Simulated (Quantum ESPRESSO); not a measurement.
Quantum ESPRESSO 7.5, DFT, PBE, plane waves, SSSP 1.1.2 efficiency PBE: fcc Cu, 2 atoms. Basis and mesh were picked for this test and aren't claimed converged.

```json
{
  "cell": "5.11, 2.56, 2.56 Å; 60, 60, 60°",
  "task": "scf",
  "k mesh": "14×14×14",
  "ecutwfc": "45 Ry",
  "ecutrho": "360 Ry",
  "occupations": "smearing",
  "smearing": "mv",
  "degauss": "0.02 Ry",
  "conv_thr": "2e-09 Ry",
  "tprnfor": "true",
  "tstress": "false",
  "k-point pools (-nk)": "8",
  "mixing_mode": "plain (default)",
  "mixing_beta": "0.7 (default)",
  "mixing_ndim": "8 (default)",
  "k-points computed": "288",
  "bands": "23",
  "electrons": "38",
  "G-vectors of the density": "18461",
  "FFT grid": "60×30×30",
  "symmetry_operations": "12"
}
```

One run each.

All on 8 ranks. Base settings, kept where nothing else is said: diago_david_ndim = 2 (default), diagonalization = david (default), diago_rmm_ndim = 4 (default), diago_rmm_conv = false (default), diago_full_acc = false (default), diago_cg_maxiter = 20 (default) (diago_thr_init not set). The settings tried:
- diago_david_ndim = 3
- diagonalization = rmm-davidson, diago_rmm_ndim = 2
- diago_full_acc = true
- diagonalization = cg, diago_cg_maxiter = 5
- diago_david_ndim = 4
- diagonalization = rmm-paro
- diagonalization = cg
- diagonalization = rmm-davidson
- diago_thr_init = 1e-05
- diagonalization = rmm-davidson, diago_rmm_conv = true
- diagonalization = paro
- the base settings
- diagonalization = rmm-davidson, diago_rmm_ndim = 6

Q: Name the extremes by SCF iterations: fewest, most, and any that don't converge.

A: Fewest SCF iterations, with those close behind: diagonalization = paro (12); diago_david_ndim = 3 (14); diago_david_ndim = 4 (15). Most among those that reach the base run's result: diagonalization = rmm-davidson, diago_rmm_ndim = 2 (23); diagonalization = cg (22); diago_thr_init = 1e-05 (21); diagonalization = cg, diago_cg_maxiter = 5 (20); diagonalization = rmm-davidson, diago_rmm_conv = true (20); diagonalization = rmm-davidson (20). All converged.

```json
[
 {"setting": "diagonalization = paro", "SCF iterations": "12", "end": "converged"},
 {"setting": "diago_david_ndim = 3", "SCF iterations": "14", "end": "converged"},
 {"setting": "diago_david_ndim = 4", "SCF iterations": "15", "end": "converged"},
 {"setting": "the base settings", "SCF iterations": "16", "end": "converged"},
 {"setting": "diagonalization = rmm-paro", "SCF iterations": "16", "end": "converged"},
 {"setting": "diagonalization = rmm-davidson, diago_rmm_ndim = 6", "SCF iterations": "18", "end": "converged"},
 {"setting": "diago_full_acc = true", "SCF iterations": "19", "end": "converged"},
 {"setting": "diagonalization = rmm-davidson", "SCF iterations": "20", "end": "converged"},
 {"setting": "diagonalization = rmm-davidson, diago_rmm_conv = true", "SCF iterations": "20", "end": "converged"},
 {"setting": "diagonalization = cg, diago_cg_maxiter = 5", "SCF iterations": "20", "end": "converged"},
 {"setting": "diago_thr_init = 1e-05", "SCF iterations": "21", "end": "converged"},
 {"setting": "diagonalization = cg", "SCF iterations": "22", "end": "converged"},
 {"setting": "diagonalization = rmm-davidson, diago_rmm_ndim = 2", "SCF iterations": "23", "end": "converged"}
]
```

An iteration's cost differs between solvers, so these counts don't give the time.
